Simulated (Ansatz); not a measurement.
Nb₅Si₃ (I4/mcm, No. 140)

Method: LDA in Ansatz (plane waves, PAW).

Numerical settings: plane-wave cutoff 500 eV, 8×8×8 k mesh, Fermi–Dirac smearing 0.05 eV, no spin polarisation, scalar-relativistic PAW data made under PBE.

Cell (relaxed at this level):

Space group I4/mcm (No. 140); a = 6.512 Å, b = 6.512 Å, c = 11.731 Å, α = 90.00°, β = 90.00°, γ = 90.00°

```csv
atom,site,symmetry,x,y,z
Nb,16l,..m,0.3339,0.1661,0.1493
Nb,4c,4/m..,0.0000,0.0000,0.0000
Si,8h,m.2m,0.1294,0.3706,0.0000
Si,4a,422,0.0000,0.0000,0.2500
```
(The calculation used a cell of 16 atoms; values per cell refer to that cell.)

```
Property  Result
--------  ------
band gap    none
```

Spin–orbit coupling is not included.

Computed values are for the static lattice.

Ansatz is an electronic-structure program.
